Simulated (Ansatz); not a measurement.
Functionals compared on a constructed model of the (111) surface of fcc Au, a pseudomorphic layer of Ir in the host's stacking (bottom of the slab: a bare face, its two planes held), in Ansatz (plane waves, PAW). The structure was relaxed with PBE; the other rows are single points on it. Cutoff 420 eV (500 eV for r2SCAN).

Set-up: 7 atoms, 14.3 Å thick at the start; mesh 15x15x1; 0.1 eV smearing; dipole correction on; 2 atoms held, the rest relaxed; symmetry of the start imposed; no spin, no spin-orbit, no U. In PBE it is, or lies within 0.01 eV a 1x1 cell of, the lowest of the 2 structures of its composition computed so far; larger cells were not tried. These notes are the PBE run's.

| functional | work function of the top face (eV) | rough cost of the single point |
|---|---|---|
| PBE | 5.80 | – |
| RPBE | 5.64 | very roughly 29 core-seconds |
| r2SCAN | [?] | very roughly 60 core-seconds |

Question: Fill in the missing entries.

Answer: 
- r2SCAN, work function of the top face (eV): 5.88

Ansatz is an electronic-structure program.
